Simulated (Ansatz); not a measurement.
Consider the following.

```
CELL_PARAMETERS angstrom
      0.00000     2.52923     2.52923
      2.52923     0.00000     2.52923
      2.52923     2.52923     0.00000
ATOMIC_POSITIONS crystal
  Hf 0.00000 0.00000 0.00000
  O  0.25000 0.25000 0.25000
  O  0.75000 0.75000 0.75000
```

No spin polarisation.

Method: r2SCAN (Ansatz, a program for electronic structure, PAW, scalar-relativistic without spin-orbit coupling). k-mesh 11×11×11 (Γ-centred); smearing 0.05 eV (Fermi–Dirac).

Predict the electron mass and space group.

The electron mass is 1.1 mₑ along k, 0.76 mₑ across (at X) and the space group is Fm-3m (No. 225).

With Hf present, leaving out spin-orbit coupling can change the band edges. The levels and masses belong to the bands next to the band gap. Effective masses come from finite differences of ±0.01 Å⁻¹. Along k means along the line from Γ to the band edge. Whether these cells are dynamically stable was not tested. The cell was made from ZrO2 by this change: Zr → Hf. This is not the structure that HfO2 has at room temperature and ambient pressure.
